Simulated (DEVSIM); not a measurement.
System: double heterostructure, Ge between p- and n-type Si, at 300 K.

Layer 1 from the left is Si, thickness (μm) 0.800, Na (cm⁻³) 2.9e18, τn (s) 3.5e-6, τp (s) 3.5e-6. Layer 2 from the left is Ge, thickness (μm) 0.180, Nd (cm⁻³) 6.3e15, τn (s) 3.5e-6, τp (s) 3.5e-6. Layer 3 from the left is Si, thickness (μm) 0.660, Nd (cm⁻³) 1.7e18, τn (s) 3.5e-6, τp (s) 3.5e-6.

Left contact: ohmic. Right contact: ohmic. Voltage is applied to the left contact. Recombination: SRH at mid-gap, radiative. Mobility is μmin + (μ − μmin)/(1 + (N/Nref)^α).

This is a model device: material constants are rounded textbook-type values typed into the input, and sizes, dopings and lifetimes were drawn at random. Values at 300 K.

Si: gap (eV) 1.124, affinity (eV) 4.05, permittivity 11.7, Nc (cm⁻³) 2.86e19, Nv (cm⁻³) 3.1e19, μn (cm²/Vs) 1417, μp (cm²/Vs) 470, μn,min 52, μp,min 45, Nref,n 9.7e16, Nref,p 2.2e17, αn 0.68, αp 0.72, B (cm³/s) 4.7e-15. Ge: gap (eV) 0.664, affinity (eV) 4, permittivity 16, Nc (cm⁻³) 1.04e19, Nv (cm⁻³) 6e18, μn (cm²/Vs) 3900, μp (cm²/Vs) 1900, μn,min 150, μp,min 100, Nref,n 2.6e17, Nref,p 4e17, αn 0.56, αp 0.6, B (cm³/s) 6.4e-14.

Model (solved in DEVSIM): 1D drift-diffusion, Boltzmann statistics, complete ionisation; no tunnelling, impact ionisation, image-force lowering or self-heating. Band offsets follow the typed affinities; no thermionic-emission limit at abrupt steps, no polarisation charge.

Question: What does the simulation give for the dark forward voltage at 1 A/cm², the potential step across the device at zero bias?

Answer: dark forward voltage at 1 A/cm² 0.581 V; potential step across the device at zero bias 0.990 V.
